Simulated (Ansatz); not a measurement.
Consider MgSe in the rock salt structure (space group Fm-3m, No. 225).

```
CELL_PARAMETERS angstrom
      0.00000     2.73618     2.73618
      2.73618     0.00000     2.73618
      2.73618     2.73618     0.00000
ATOMIC_POSITIONS crystal
  Mg 0.00000 0.00000 0.00000
  Se 0.50000 0.50000 0.50000
```

The values are results of r2SCAN (Ansatz, a first-principles code), spin-orbit coupling left out, not measurements.

Strains are applied to the cell and any free atomic positions relax.

One change was made to it. Results:

| quantity | base | after |
|---|---|---|
| width of the top valence band | 2.47 eV | 2.77 eV |
| electron mass | 0.48 mₑ along k, 0.25 mₑ across (at X) | 0.50 mₑ along k, 0.25 mₑ across (at X) |
| valley order (the lowest conduction-band minima on the path, energy above the VBM, named in the base's zone) | X along ⟨100⟩ 2.48 eV; Γ 3.44 eV | X along ⟨100⟩ 2.63 eV; Γ 4.13 eV |

Q: Name the change that was made.
A. isotropic strain −0.50 %
B. isotropic strain −1.00 %
C. isotropic strain −1.50 %
D. isotropic strain −3.00 %
E. isotropic strain −2.00 %

A: D, isotropic strain −3.00 %. For comparison, the valley order in the other runs: isotropic strain −1.50 % gives X along ⟨100⟩ 2.56 eV; Γ 3.77 eV; isotropic strain −1.00 % gives X along ⟨100⟩ 2.53 eV; Γ 3.66 eV; isotropic strain −2.00 % gives X along ⟨100⟩ 2.58 eV; Γ 3.89 eV; isotropic strain −0.50 % gives X along ⟨100⟩ 2.50 eV; Γ 3.55 eV.

The levels and masses belong to the bands next to the band gap. Effective masses come from finite differences of ±0.01 Å⁻¹. Along k means along the line from Γ to the band edge. Stability against distortions was not tested.
